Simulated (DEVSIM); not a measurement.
Device: Ni/SiO2/p-Ge capacitor, at 300 K.

```
layer (left to right)  material  thickness (nm)  Na (cm⁻³)
---------------------  --------  --------------  ---------
1                          SiO2            33.0          -
2                            Ge           18000     1.1e15
```

Metal gate on the left, work function 5.1 eV. Fixed charge at the semiconductor interface 4.45e11 cm⁻² (in units of +e); no interface traps.

This is a model device: material constants are rounded textbook-type values typed into the input, and sizes, dopings and lifetimes were drawn at random. Values at 300 K.

```csv
parameter,SiO2,Ge
gap (eV),9,0.664
affinity (eV),0.9,4
permittivity,3.9,16
Nc (cm⁻³),-,1.04e19
Nv (cm⁻³),-,6e18
```

DEVSIM, 1D Poisson equation in equilibrium, Boltzmann statistics, complete ionisation; no quantum confinement or tunnelling. Metal contacts follow the ideal Schottky-Mott rule: no Fermi-level pinning, no interface dipoles.

Q: Tabulate band edges, carrier densities and field at -1.0 V on the gate.

A: Energies count from the Fermi level of the right contact; mesh points crowd at the junctions.

```tsv
x (μm)	Ec (eV)	Ev (eV)	n (cm⁻³)	p (cm⁻³)	field (V/cm)
0.000	5.200	-3.800	< 1e2	< 1e2	-450000
0.001965	5.111	-3.889	< 1e2	< 1e2	-450000
0.007281	4.870	-4.130	< 1e2	< 1e2	-450000
0.01955	4.314	-4.686	< 1e2	< 1e2	-450000
0.03021	3.832	-5.168	< 1e2	< 1e2	-450000
0.03268	3.720	-5.280	< 1e2	< 1e2	-450000
0.03437	0.598	-0.066	9.4e8	4.6e17	-52000
0.04166	0.570	-0.094	2.8e9	1.6e17	-30000
0.05992	0.533	-0.131	1.1e10	3.8e16	-14000
0.1095	0.492	-0.172	5.6e10	7.8e15	-5100
0.2538	0.456	-0.208	2.2e11	1.9e15	-1100
0.8932	0.442	-0.222	3.9e11	1.1e15	-11
2.495	0.442	-0.222	4.0e11	1.1e15	≈ 0
6.842	0.442	-0.222	4.0e11	1.1e15	≈ 0
14.99	0.442	-0.222	4.0e11	1.1e15	≈ 0
16.93	0.442	-0.222	4.0e11	1.1e15	≈ 0
17.65	0.442	-0.222	4.0e11	1.1e15	≈ 0
17.89	0.442	-0.222	4.0e11	1.1e15	≈ 0
18.00	0.442	-0.222	4.0e11	1.1e15	≈ 0
18.02	0.442	-0.222	4.0e11	1.1e15	≈ 0
18.03	0.442	-0.222	4.0e11	1.1e15	≈ 0
18.03	0.442	-0.222	4.0e11	1.1e15	≈ 0
```
